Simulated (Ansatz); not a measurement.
## Se (P2₁/c, No. 14, 32 atoms in the cell; start mp-542605)

Method: PBEsol (PAW; Ansatz, a quantum-chemistry and plane-wave program).

Numerical settings: plane-wave cutoff 520 eV, 4×4×2 k mesh (along the axes of the cell as run), Fermi–Dirac smearing 0.01 eV, scalar-relativistic PAW data made under PBE.

Cell (relaxed at this level):

Space group P2₁/c (No. 14); a = 9.0386 Å, b = 7.9988 Å, c = 12.8754 Å, α = γ = 90.00°, β = 90.60°

```csv
atom,site,symmetry,x,y,z
Se,4e,1,0.5647,0.3017,0.4067
Se,4e,1,0.7592,0.2794,0.0175
Se,4e,1,0.7528,0.0995,0.1631
Se,4e,1,0.0522,0.4096,0.3614
Se,4e,1,0.1654,0.1600,0.4201
Se,4e,1,0.1412,0.3500,0.1037
Se,4e,1,0.3665,0.2498,0.1721
Se,4e,1,0.6754,0.4696,0.2793
```

* **band gap**: 1.04 eV
* **smallest direct gap on the k points sampled**: 1.05 eV

Spin–orbit coupling is not included.

The computed numbers hold no vibrational or temperature effects.

A start named mp-… is a Materials Project structure, which need not be a measured phase.
